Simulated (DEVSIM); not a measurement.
Structure: Al/Al2O3/SiO2/p-Si capacitor, at 400 K.

```tsv
layer (left to right)	material	thickness (nm)	Na (cm⁻³)
1	Al2O3	17.0	-
2	SiO2	0.750	-
3	Si	3800	2.3e16
```

Metal gate on the left, work function 4.1 eV. Fixed charge at the semiconductor interface -9.8e11 cm⁻² (in units of +e); no interface traps.

Constants are typed, rounded textbook-type inputs, not results; the design itself was drawn at random and stands for no fabricated device. Values at 300 K; Nc and Nv go as T^1.5, mobilities as T to minus their exponent, the gap by Varshni's rule with the affinity fixed.

```tsv
parameter	Al2O3	SiO2	Si
gap (eV)	6.8	9	1.124
affinity (eV)	1.35	0.9	4.05
permittivity	9	3.9	11.7
Nc (cm⁻³)	-	-	2.86e19
Nv (cm⁻³)	-	-	3.1e19
Varshni α (eV/K)	-	-	0.000473
Varshni β (K)	-	-	636
```

DEVSIM, 1D Poisson equation in equilibrium, Boltzmann statistics, complete ionisation; no quantum confinement or tunnelling. Metal contacts follow the ideal Schottky-Mott rule: no Fermi-level pinning, no interface dipoles.

Q: Tabulate band edges, carrier densities and field at 0.2 V on the gate.

A: Energies count from the Fermi level of the right contact; mesh points crowd at the junctions.

| x (μm) | Ec (eV) | Ev (eV) | n (cm⁻³) | p (cm⁻³) | field (V/cm) |
|---|---|---|---|---|---|
| 0.000 | 2.550 | -4.250 | < 1e2 | < 1e2 | 270000 |
| 0.001534 | 2.591 | -4.208 | < 1e2 | < 1e2 | 270000 |
| 0.004993 | 2.685 | -4.115 | < 1e2 | < 1e2 | 270000 |
| 0.01099 | 2.847 | -3.953 | < 1e2 | < 1e2 | 270000 |
| 0.01578 | 2.976 | -3.824 | < 1e2 | < 1e2 | 270000 |
| 0.01711 | 3.466 | -5.534 | < 1e2 | < 1e2 | 620000 |
| 0.01765 | 3.500 | -5.500 | < 1e2 | < 1e2 | 620000 |
| 0.02014 | 0.369 | -0.728 | 9.9e14 | 3.3e10 | 55000 |
| 0.02516 | 0.396 | -0.700 | 4.5e14 | 7.2e10 | 54000 |
| 0.03798 | 0.462 | -0.634 | 6.7e13 | 4.8e11 | 49000 |
| 0.06820 | 0.594 | -0.503 | 1.5e12 | 2.2e13 | 38000 |
| 0.1855 | 0.818 | -0.279 | 2.2e9 | 1.5e16 | 4600 |
| 0.4383 | 0.833 | -0.263 | 1.4e9 | 2.3e16 | ≈ 0 |
| 1.034 | 0.833 | -0.263 | 1.4e9 | 2.3e16 | ≈ 0 |
| 2.713 | 0.833 | -0.263 | 1.4e9 | 2.3e16 | ≈ 0 |
| 3.376 | 0.833 | -0.263 | 1.4e9 | 2.3e16 | ≈ 0 |
| 3.635 | 0.833 | -0.263 | 1.4e9 | 2.3e16 | ≈ 0 |
| 3.745 | 0.833 | -0.263 | 1.4e9 | 2.3e16 | ≈ 0 |
| 3.796 | 0.833 | -0.263 | 1.4e9 | 2.3e16 | ≈ 0 |
| 3.810 | 0.833 | -0.263 | 1.4e9 | 2.3e16 | ≈ 0 |
| 3.815 | 0.833 | -0.263 | 1.4e9 | 2.3e16 | ≈ 0 |
| 3.818 | 0.833 | -0.263 | 1.4e9 | 2.3e16 | ≈ 0 |
